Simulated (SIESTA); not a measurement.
## A self-consistent single point of BaP2Os2 (I4/mmm, 5 atoms in the cell) with SIESTA

Method: GGA PBEsol, numerical atomic orbitals DZP, PseudoDojo PBEsol standard norm-conserving potentials (rewritten from UPF to PSML) run with SIESTA 5.4.2.

Input as run:

```
# files in the folder: Ba.psml P.psml Os.psml (PseudoDojo PBEsol standard)
SystemName  Ba(POs)2
SystemLabel siesta

NumberOfAtoms                5
NumberOfSpecies              3
%block ChemicalSpeciesLabel
  1 56 Ba
  2 15 P
  3 76 Os
%endblock ChemicalSpeciesLabel
LatticeConstant              6.799055 Ang
%block LatticeVectors
    -0.298501777    0.298501777    0.906528187
     0.298501777   -0.298501777    0.906528187
     0.298501777    0.298501777   -0.906528187
%endblock LatticeVectors
AtomicCoordinatesFormat      Ang
%block AtomicCoordinatesAndAtomicSpecies
     0.000000000    0.000000000    0.000000000  1
    -0.000000000    0.000000000    8.099871156  2
     0.000000000   -0.000000000    4.227198844  2
     2.029530000    0.000000000    3.081767500  3
    -0.000000000    2.029530000    3.081767500  3
%endblock AtomicCoordinatesAndAtomicSpecies

XC.functional                GGA
XC.authors                   PBEsol
PAO.BasisSize                DZP
PAO.EnergyShift              0.01 Ry
MeshCutoff                   350 Ry
%block kgrid.MonkhorstPack
    7   0   0  0.0
    0   7   0  0.0
    0   0   7  0.0
%endblock kgrid.MonkhorstPack
OccupationFunction           FD
ElectronicTemperature        50.0 meV

MaxSCFIterations             150
SCF.Mixer.Method             Pulay
SCF.Mixer.Weight             0.1
SCF.Mixer.History            8
SCF.DM.Tolerance             1.0E-04
Diag.ParallelOverK           true
WriteForces                  true
```

Log, with long lists cut:

```
reinit: Reading from file input.fdf

reinit: System Name: Ba(POs)2
reinit: System Label: siesta

coor:   Atomic-coordinates input format  =     Cartesian coordinates
coor:                                          (in Angstroms)

siesta: Atomic coordinates (Bohr) and species
siesta:      0.00000   0.00000   0.00000  1        1
siesta:     -0.00000   0.00000  15.30654  2        2
siesta:      0.00000  -0.00000   7.98825  2        3
siesta:      3.83526   0.00000   5.82370  3        4
siesta:     -0.00000   3.83526   5.82370  3        5

siesta: System type = bulk

initatomlists: Number of atoms, orbitals, and projectors:      5    73   118

siesta: ******************** Simulation parameters ****************************
redata: Spin configuration                          = none
redata: Time-Reversal Symmetry                      = T
redata: Number of Atomic Species                    =        3
redata: Mesh Cutoff                                 =   350.0000 Ry
redata: Net charge of the system                    =     0.0000 |e|
redata: Min. number of SCF Iter                     =        0
redata: Max. number of SCF Iter                     =      150
redata: SCF convergence failure will abort job
redata: SCF mix quantity                            = Hamiltonian
redata: Mix DM or H after convergence               =   F
redata: Recompute H after scf cycle                 =   F
redata: Mix DM in first SCF step                    =   T
redata: No kicks to SCF
redata: DM Mixing Weight for Kicks                  =     0.5000
redata: Require Harris convergence for SCF          =   F
redata: Harris energy tolerance for SCF             =     0.000100 eV
redata: Require DM convergence for SCF              =   T
redata: DM tolerance for SCF                        =     0.000100
redata: Require EDM convergence for SCF             =   F
redata: EDM tolerance for SCF                       =     0.001000 eV
redata: Require H convergence for SCF               =   T
redata: Hamiltonian tolerance for SCF               =     0.001000 eV
redata: Require (free) Energy convergence for SCF   =   F
redata: (free) Energy tolerance for SCF             =     0.000100 eV
redata: Using DFT-D3 dispersion                     =   F
redata: Using Saved Data (generic)                  =   F
redata: Method of Calculation                       = Diagonalization
redata: Electronic Temperature                      =   580.2259 K
redata: Number of TDED substeps                     =        3
redata: Dynamics option                             = Single-point calculation
redata: Save all siesta data in one NC              =   F
redata: ***********************************************************************

%block SCF.Mixers
  Pulay
%endblock SCF.Mixers

%block SCF.Mixer.Pulay
  # Mixing method
  method pulay
  variant stable

  # Mixing options
  weight 0.1000
  weight.linear 0.1000
  history 8
%endblock SCF.Mixer.Pulay

DM_history_depth set to one: no extrapolation allowed by default for geometry relaxation
Size of DM history Fstack: 1
Total number of electrons:    52.000000
Total ionic charge:    52.000000

* ProcessorY, Blocksize:    1  64

* Orbital distribution balance (max,min):    73    73

 Kpoints in:          196 . Kpoints trimmed:          172

siesta: k-grid: Number of k-points = 172
siesta: k-points from Monkhorst-Pack grid
siesta: k-cutoff (effective) =    14.207 Ang
siesta: k-point supercell and displacements
siesta: k-grid:     7     0     0      0.000
siesta: k-grid:     0     7     0      0.000
siesta: k-grid:     0     0     7      0.000

diag: Algorithm                                     = D&C
diag: Parallel over k                               =   F
diag: Use parallel 2D distribution                  =   F
diag: Parallel block-size                           = 64
diag: Parallel distribution                         =     1 x     1
diag: Used triangular part                          = Lower
diag: Absolute tolerance                            =  0.100E-15
diag: Orthogonalization factor                      =  0.100E-05
diag: Memory factor                                 =  1.0000

superc: Internal auxiliary supercell:     7 x     7 x     9  =     441
superc: Number of atoms, orbitals, and projectors:   2205  32193  52038

                        Single-point calculation

superc: Internal auxiliary supercell:     7 x     7 x     9  =     441
superc: Number of atoms, orbitals, and projectors:   2205  32193  52038

outcell: Unit cell vectors (Ang):
       -2.029530    2.029530    6.163535
        2.029530   -2.029530    6.163535
        2.029530    2.029530   -6.163535

outcell: Cell vector modules (Ang)   :    6.799055    6.799055    6.799055
outcell: Cell angles (23,13,12) (deg):    145.2647    145.2647     49.9402
outcell: Cell volume (Ang**3)        :    101.5502
new_DM -- step:     1
Initializing Density Matrix...

Attempting to read DM from file... Failed...
DM filled with atomic data:

InitMesh: MESH = 72 x 72 x 60 = 311040
InitMesh: Mesh cutoff (required, used) =   350.000   425.455 Ry

stepf: Fermi-Dirac step function

        iscf     Eharris(eV)        E_KS(eV)     FreeEng(eV)     dDmax    Ef(eV) dHmax(eV)
   scf:    1    -6600.529214    -6635.455215    -6635.478014  1.256737 -2.868868 11.463924
   scf:    2    -6643.992069    -6640.310143    -6640.325987  0.194426 -3.308317  6.386433
   scf:    3    -6643.096030    -6642.328489    -6642.344306  0.161015 -3.715947  2.109494
   scf:    4    -6642.739052    -6642.575913    -6642.592190  0.102914 -3.655780  0.602401
   scf:    5    -6642.593842    -6642.586428    -6642.602629  0.026586 -3.636849  0.221097
   scf:    6    -6642.598028    -6642.593541    -6642.609540  0.019986 -3.622903  0.018792
   scf:    7    -6642.593521    -6642.593545    -6642.609580  0.003158 -3.618375  0.023744
   scf:    8    -6642.593591    -6642.593584    -6642.609617  0.001782 -3.616940  0.007460
   scf:    9    -6642.593560    -6642.593576    -6642.609621  0.000438 -3.616663  0.006328
   scf:   10    -6642.593588    -6642.593583    -6642.609623  0.000375 -3.617346  0.000559
   scf:   11    -6642.593581    -6642.593582    -6642.609623  0.000099 -3.617225  0.000142

SCF Convergence by DM+H criterion
max |DM_out - DM_in|         :     0.0000985252
max |H_out - H_in|      (eV) :     0.0001416782
SCF cycle converged after 11 iterations

Using DM_out to compute the final energy and forces

siesta: E_KS(eV) =            -6642.5936

siesta: E_KS - E_eggbox =     -6642.5936

siesta: Atomic forces (eV/Ang):
     1    0.000000    0.000000    0.000000
     2   -0.000540   -0.000540   -0.904925
     3    0.000540    0.000540    0.904925
     4   -0.000380    0.000380    0.000000
     5    0.000380   -0.000380    0.000000
   Tot    0.000000    0.000000    0.000000
   Max    0.904925
   Res    0.330432    sqrt( Sum f_i^2 / 3N )
   Max    0.904925    constrained

Stress tensor Voigt[x,y,z,yz,xz,xy] (kbar):       -7.48       -7.48       18.19        0.01        0.01        0.04
(Free)E + p*V (eV/cell)    -6642.6780
Target enthalpy (eV/cell)    -6642.6096

siesta: Program's energy decomposition (eV):
siesta: Ebs     =     -1356.256212
siesta: Eions   =      9347.678874
siesta: Ena     =      1720.183490
siesta: Ekin    =      1858.985864
siesta: Enl     =       461.089943
siesta: Eso     =         0.000000
siesta: Edftu   =         0.000000
siesta: DEna    =        75.535697
siesta: DUscf   =         1.735998
siesta: DUext   =         0.000000
siesta: Ex      =     -1304.677462
siesta: Ec      =      -107.768239
siesta: Exc     =     -1412.445701
siesta: Eharris =     -6642.593581
siesta: Etot    =     -6642.593582
siesta: FreeEng =     -6642.609623

siesta: Atomic forces (eV/Ang):
siesta:      1    0.000000    0.000000    0.000000
siesta:      2   -0.000540   -0.000540   -0.904925
siesta:      3    0.000540    0.000540    0.904925
siesta:      4   -0.000380    0.000380    0.000000
siesta:      5    0.000380   -0.000380    0.000000
siesta: ----------------------------------------
siesta:    Tot    0.000000    0.000000    0.000000

siesta: Stress tensor (static) (eV/Ang**3):
siesta:    -0.004666    0.000027    0.000009
siesta:     0.000027   -0.004666    0.000009
siesta:     0.000009    0.000009    0.011352

siesta: Cell volume =        101.550206 Ang**3

siesta: Pressure (static):
siesta:                Solid            Molecule  Units
siesta:          -0.00000734          0.00011800  Ry/Bohr**3
siesta:          -0.00067367          0.01083467  eV/Ang**3
siesta:          -1.07934594         17.35904799  kBar
```

The run converged in 11 iterations.

The starting cell comes from a database of computed structures (which also holds hypothetical and non-ambient phases and stackings), without a prior relaxation at this level. Spin polarisation is off. Values carry the incompleteness of an atom-centred basis.

Cost on one core of a shared machine: roughly 50 s.
